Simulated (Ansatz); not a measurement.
The reference is SrCl₂ in the fluorite structure (space group Fm-3m, No. 225; a = 6.9078 Å). Axes: x, y, z lie along the cube axes.

Modification: uniaxial strain ε_zz = −2.00 %, all other strain components held at zero, atoms relaxed at fixed cell.

Level of theory: PBEsol, PAW, 420 eV (Ansatz, a quantum-chemistry and plane-wave program; scalar-relativistic without spin-orbit coupling).

Q: Give the band edges at the high-symmetry points of the new zone, measured from its valence-band maximum.

A: 
```tsv
point	valence edge (eV)	conduction edge (eV)
Γ	-0.34	5.22
X	-0.13	5.23
P	-0.26	6.08
N	-1.22	6.54
M	0.00	5.24
S	-0.11	5.68
S₀	-0.11	5.68
R	-0.15	5.98
G	-0.15	5.98
```

The gap is 5.22 eV, indirect, M → Γ.

Whether these cells are dynamically stable was not tested. Labels are those of the standard path for the cell's own space group.
